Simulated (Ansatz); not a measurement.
Base system: MgO in the rock salt structure (space group Fm-3m, No. 225; a = 4.214 Å). Axes: x, y, z lie along the cube axes.

Now apply this change: compressive biaxial strain of 1.25 % in the plane normal to [111], as in epitaxy on a mismatched substrate; the out-of-plane cell vector and the atoms relax.

Computed with Kohn–Sham DFT with the PBEsol functional, run in Ansatz (an electronic-structure program) with PAW and 420 eV plane waves, no spin-orbit coupling.

Q: Give the band edges at the high-symmetry points of the new zone, measured from its valence-band maximum.

A: 
```csv
point,valence edge (eV),conduction edge (eV)
Γ,0.00,4.77
T,-0.65,7.95
H₂,-1.87,11.52
H₀,-1.87,11.52
L,-0.70,7.79
S₀,-1.28,9.92
S₂,-1.28,9.92
F,-1.36,8.92
```

The gap is 4.77 eV, direct at Γ.

Stability against distortions was not tested. Labels are those of the standard path for the cell's own space group.
